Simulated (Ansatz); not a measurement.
**Converging the plane-wave cutoff: InCu2 (P3m1, 6 atoms in the cell)**

```yaml
crystal:
  lattice:
    - [4.46811, 0.00000, 0.00000]
    - [-2.23406, 3.86950, 0.00000]
    - [0.00000, 0.00000, 5.38432]
  atoms:
    - { symbol: In, position: [0.66667, 0.33333, 0.75929] }
    - { symbol: In, position: [0.33333, 0.66667, 0.25000] }
    - { symbol: Cu, position: [0.00000, 0.00000, 0.00000] }
    - { symbol: Cu, position: [0.00000, 0.00000, 0.50000] }
    - { symbol: Cu, position: [0.66667, 0.33333, 0.25000] }
    - { symbol: Cu, position: [0.33333, 0.66667, 0.75000] }
```

Method of the run: PBEsol, default PAW files made with PBE (plane waves; Ansatz, a quantum-chemistry and plane-wave program).

Base settings: basis.ecutwfc = 420 eV; kpoints.mp_grid.grid = 6 6 3; hamiltonian.xc = pbesol; hamiltonian.pseudopotentials = {kind: paw} (the program's default PAW files); scf.occupations.method = fermi_dirac; scf.occupations.width = 0.1 eV.

The second cell is the first with its lattice scaled by 0.98.

The mesh stays at the base's, so the ladder's end is converged at best in this setting alone.

The first pressure column holds Ansatz's estimate of the finite-basis (Pulay) stress, which hides part of the cutoff error; the other is without it.

Only quantities that move along the ladder and can be compared are tabulated.

The count of work is k-points × plane waves × bands × iterations; it is no time. 

The starting cell comes from a database of computed structures (which also holds hypothetical and non-ambient phases and stackings), without a prior relaxation at this level. Its lattice was rescaled by up to half a per cent. One atom was moved a little off its site on purpose. Spin polarisation is off. In the base run, with a pressure of about -6 GPa the cell is away from its equilibrium volume at this level. Without a gap this mesh is coarse (it stands for a supercell whose shortest vector is 16 Å).

```csv
basis.ecutwfc,free energy less the last step's (meV/atom),energy of the compressed cell less the first (meV/atom),pressure (GPa),pressure without the Pulay estimate (GPa),largest difference of a force vector from the last step's (eV/Å),count of work / last
145 eV,91507.27,178.93,30.20,-3263.41,1.885,0.076
170 eV,37400.52,581.99,-2.01,-1562.30,0.442,0.088
190 eV,18563.89,-194.65,-14.20,-869.10,0.205,0.097
210 eV,9092.47,-78.36,2.20,-479.83,0.250,0.10
230 eV,4310.44,3.02,0.33,-261.35,0.179,0.12
250 eV,1919.28,17.24,-2.55,-137.75,0.085,0.13
295 eV,253.40,-9.57,-5.46,-31.00,0.023,0.16
335 eV,29.84,-16.45,-5.82,-9.74,0.004,0.19
380 eV,4.05,-16.73,-5.84,-6.06,0.001,0.23
420 eV,2.61,-16.86,-5.88,-5.96,0.001,0.27
460 eV,1.42,-16.89,-5.88,-5.96,0.000,0.31
505 eV,0.59,-16.91,-5.88,-5.92,0.000,0.35
565 eV,0.31,-16.93,-5.89,-5.90,0.000,0.42
630 eV,0.17,-16.94,-5.89,-5.90,0.000,0.49
735 eV,0.07,-16.95,-5.89,-5.89,0.000,0.62
840 eV,0.04,-16.95,-5.89,-5.89,0.000,0.76
1010 eV,0.00,-16.95,-5.89,-5.89,0.000,1.0
```

Coarsest basis.ecutwfc that holds the pressure without the Pulay estimate within 0.2 GPa of the last step, with all finer ones: 380 eV, at 0.23 of the last step's count of work; the step before is off by 3.8 GPa.

Coarsest basis.ecutwfc that holds the free energy within 0.5 meV/atom of the last step, with all finer ones: 565 eV, at 0.42 of the last step's count of work; the step before is off by 0.59 meV/atom.

Coarsest basis.ecutwfc that holds the pressure within 0.1 GPa of the last step, with all finer ones: 335 eV, at 0.19 of the last step's count of work; the step before is off by 0.43 GPa.

The energy difference between the two cells stays within 1 meV/atom of the last step's from 335 eV on, the total only from 505 eV on: much of the error is common to both cells and cancels.

At the lowest cutoff the pressure without the Pulay estimate lies 3260 GPa under the last step's, the usual sign of Pulay stress in an incomplete plane-wave basis.

Keys are those of Ansatz 0.2.
